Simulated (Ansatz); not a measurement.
Take Al₂Os (space group I4/mmm, No. 139; a = 3.1558 Å, c = 8.2963 Å; a cell from a computed database, its experimental status unchecked) as the base.

Levels (all Ansatz, an electronic-structure program, PAW): PBEsol (420 eV, no SOC); r2SCAN (500 eV, scalar-relativistic without spin-orbit coupling); HSE06 (420 eV, without spin-orbit coupling).

At the geometry relaxed with PBEsol, these levels gave the following band gaps, in shuffled order: (a) 0.47 eV, (b) 0.28 eV, (c) 1.00 eV.

Q: Match each gap to its level.

A: (a) r2SCAN; (b) PBEsol; (c) HSE06.

Single points use the geometry relaxed with PBEsol. HSE06 gaps are upper bounds (no full band path). Spin-orbit coupling, missing from the scalar runs, can matter with Os. Stability against distortions was not tested.
